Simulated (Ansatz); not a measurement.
The starting structures come from a database of crystals and need not be the phases stable at ambient conditions.

Given:

```xyz
12
Lattice="4.1235 0.0000 0.0000 -2.0617 3.5710 0.0000 0.0000 0.0000 7.0135" Properties=species:S:1:pos:R:3 pbc="T T T"
Li     0.0000     2.3807     0.7159
Li     2.0617     1.1903     4.2226
B      0.0000     2.3807     3.7717
B      2.0617     1.1903     0.2650
H      0.0000     2.3807     2.5595
H      2.0617     1.1903     6.0662
H      0.9934     2.9543     4.1851
H      2.0617     2.3375     0.6784
H     -0.9934     2.9543     4.1851
H      1.0683     0.6168     0.6784
H      0.0000     1.2336     4.1851
H      3.0552     0.6168     0.6784
```

Space group of this cell: P6_3mc. The cell was relaxed by PBE-D3(BJ); by r2SCAN its mean pressure is 0.5 GPa.

Transport runs along the normal of the first two printed cell vectors, the (001) plane of the conventional cell.

The gap is the functional's own, uncorrected, and κ follows it; spin-orbit coupling is left out. Mid-gap values are interpolated between the computed energies.

Question: State the band gap and the smallest decay constant κ at mid-gap according to r2SCAN (Ansatz, a first-principles code).

Answer: Gap 7.28 eV on a 12×12×4 mesh; κ = 0.517 1/Å, at the zone centre.
